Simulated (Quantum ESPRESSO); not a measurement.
## Several settings converged on YFe2 (R3m, 6 atoms in the cell)

```xyz
6
Lattice="2.6061 -1.5046 4.2558 0.0000 3.0093 4.2558 -2.6061 -1.5046 4.2558" Properties=species:S:1:pos:R:3 pbc="T T T"
Y      0.0000     0.0000     3.2418
Y      0.0000     0.0000     0.0000
Fe     0.0000     0.0000     7.9796
Fe    -1.3031     0.7523     5.8517
Fe     1.3031     0.7523     5.8517
Fe     0.0000    -1.5046     5.8517
```
Moments meant for the start (each program seeds them in its own way; μB, in the order of the atoms Y Y Fe Fe Fe Fe): 1.0 1.0 4.0 4.0 4.0 4.0.

Base method: PBEsol, PSlibrary ultrasoft (PBE) pseudopotentials (plane waves; Quantum ESPRESSO).

Base settings: ecutwfc = 55 Ry; ecutrho = 385 Ry; occupations = smearing; smearing = gaussian; degauss = 0.0073499 Ry; nspin = 2; input_dft = pbesol; potentials = {Y: Y.pbe-spn-rrkjus_psl.1.0.0.UPF, Fe: Fe.pbe-n-rrkjus_psl.1.0.0.UPF}; K_POINTS = automatic 3 3 3 0 0 0; conv_thr = 1e-09 Ry.

The count of work is k-points × plane waves × bands × iterations; it is no time. Core times come from one kind of shared machine, to one figure; runs under 30 s give none.

**The plane-wave cutoff**

Moved along: ecutrho.

The mesh stays at the base's, so the ladder's end is converged at best in this setting alone.

Only quantities that move along the ladder and can be compared are tabulated.

| ecutwfc | free energy less the last step's (meV/atom) | pressure (GPa) | largest difference of a force vector from the last step's (eV/Å) | net moment (μB/atom) | count of work / last | core time / last (rough) |
|---|---|---|---|---|---|---|
| 19 Ry | 4993.14 | -205.61 | 0.225 | 0.968 | 0.11 | – |
| 25 Ry | 667.98 | -50.82 | 0.023 | 1.113 | 0.23 | 0.2 |
| 30 Ry | 102.97 | -16.56 | 0.007 | 1.115 | 0.34 | 0.4 |
| 38 Ry | 36.57 | -9.77 | 0.000 | 1.117 | 0.43 | 0.5 |
| 50 Ry | 7.86 | -10.13 | 0.001 | 1.118 | 0.65 | 0.7 |
| 55 Ry | 2.19 | -9.82 | 0.000 | 1.118 | 1.0 | 1 |
| 61 Ry | 0.00 | -9.66 | 0.000 | 1.118 | 1.0 | 1 |

Coarsest ecutwfc that holds the net moment within 0.02 μB/atom of the last step, with all finer ones: 25 Ry, at 0.23 of the last step's count of work and about 0.2 of the last step's time; the step before is off by 0.15 μB/atom.

Coarsest ecutwfc that holds the pressure within 1 GPa of the last step, with all finer ones: 38 Ry, at 0.43 of the last step's count of work; the step before is off by 6.9 GPa.

Coarsest ecutwfc that holds the free energy within 5 meV/atom of the last step, with all finer ones: 55 Ry; the step before is off by 7.9 meV/atom.

At the lowest cutoff the pressure lies 196 GPa under the last step's, the usual sign of Pulay stress in an incomplete plane-wave basis.

**The cutoff for other potential files**

Level: DFT, PBEsol, plane waves, PSlibrary PAW (PBE) pseudopotentials.

In this ladder: pseudopotentials = {Y: Y.pbe-spn-kjpaw_psl.1.0.0.UPF, Fe: Fe.pbe-n-kjpaw_psl.1.0.0.UPF}. Moved along: ecutrho.

The second cell is the first with its lattice scaled by 0.98.

The mesh stays at the base's, so the ladder's end is converged at best in this setting alone.

Only quantities that move along the ladder and can be compared are tabulated.

| ecutwfc | free energy less the last step's (meV/atom) | energy of the compressed cell less the first (meV/atom) | pressure (GPa) | largest difference of a force vector from the last step's (eV/Å) | count of work / last | core time / last (rough) |
|---|---|---|---|---|---|---|
| 25 Ry | 678.27 | -30.01 | -51.10 | 0.023 | 0.28 | 0.5 |
| 38 Ry | 36.83 | -40.88 | -9.73 | 0.000 | 0.50 | 0.7 |
| 55 Ry | 3.04 | -41.36 | -9.79 | 0.000 | 0.78 | 0.9 |
| 66 Ry | 0.00 | -41.35 | -9.65 | 0.000 | 1.0 | 1 |

Coarsest ecutwfc that holds the free energy within 5 meV/atom: not settled: the last two steps still differ by 3.0 meV/atom, over half the tolerance, so the ladder does not show it.

Coarsest ecutwfc that holds the pressure within 0.5 GPa of the last step, with all finer ones: 38 Ry; the step before is off by 41 GPa.

Coarsest ecutwfc that holds the forces within 0.005 eV/Å of the last step, with all finer ones: 38 Ry; the step before is off by 0.023 eV/Å.

At the lowest cutoff the pressure lies 41.5 GPa under the last step's, the usual sign of Pulay stress in an incomplete plane-wave basis.

On the base run: the starting cell comes from a database of computed structures (which also holds hypothetical and non-ambient phases and stackings), without a prior relaxation at this level. Its lattice was rescaled by up to half a per cent. One atom was moved a little off its site on purpose. The magnetic order is the one reached from the typed start; others were not searched systematically. In the base run, with a pressure of about -10 GPa the cell is away from its equilibrium volume at this level. Without a gap this mesh is coarse (it stands for a supercell whose shortest vector is 16 Å).
